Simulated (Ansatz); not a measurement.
Consider HgTe in the zinc blende structure (space group F-43m, No. 216; a = 6.573 Å).

The values are results of DFT with r2SCAN, PAW potentials and a 500 eV plane-wave cutoff in Ansatz (a first-principles code), spin-orbit coupling left out, not measurements.

Strains are applied to the cell and any free atomic positions relax.

One change was made to it. Results:

The pressure goes from zero to -1.6 GPa; the energy increases by 8.5 meV/atom.

Question: Which of these changes matches the shifts?
(A) isotropic strain +1.50 %
(B) isotropic strain +2.50 %
(C) isotropic strain +2.00 %
(D) isotropic strain +0.50 %

Answer: A, isotropic strain +1.50 %. For comparison, the energy relative to the base in the other runs: isotropic strain +2.00 % gives +15 meV/atom; isotropic strain +2.50 % gives +23 meV/atom; isotropic strain +0.50 % gives +1.0 meV/atom.

Whether these cells are dynamically stable was not tested. The final runs are not spin-polarised.
